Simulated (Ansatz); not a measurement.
Results of PBEsol (Ansatz, a quantum-chemistry and plane-wave program, PAW) for Ag (model structure, started from the simple cubic type, Pm-3m, No. 221, 1 atoms in the cell).

Settings: plane-wave cutoff 520 eV, 20×20×20 k mesh, Fermi–Dirac smearing 0.05 eV, no spin polarisation, scalar-relativistic PAW data made under PBE.

Cell (relaxed at this level):

Space group Pm-3m (No. 221); a = 2.6845 Å, b = 2.6845 Å, c = 2.6845 Å, α = 90.00°, β = 90.00°, γ = 90.00°

| atom | site | symmetry | x | y | z |
|---|---|---|---|---|---|
| Ag | 1a | m-3m | 0.0000 | 0.0000 | 0.0000 |

Question: Estimate the bulk modulus that the calculation returns.

Answer: 
- bulk modulus = 89.0 GPa

The run finds no gap.

Note: the bulk modulus is −V dP/dV from two relaxed cells at ±2 % in volume; the relaxation could raise the start's symmetry but not lower it, so the cell can be a saddle point.

Computed values are for the static lattice.

The result took roughly 18 core-seconds.

A model structure was made by putting elements into a prototype or built by hand; it is no filed structure, need not be a known phase, and can be a saddle point held by its symmetry.
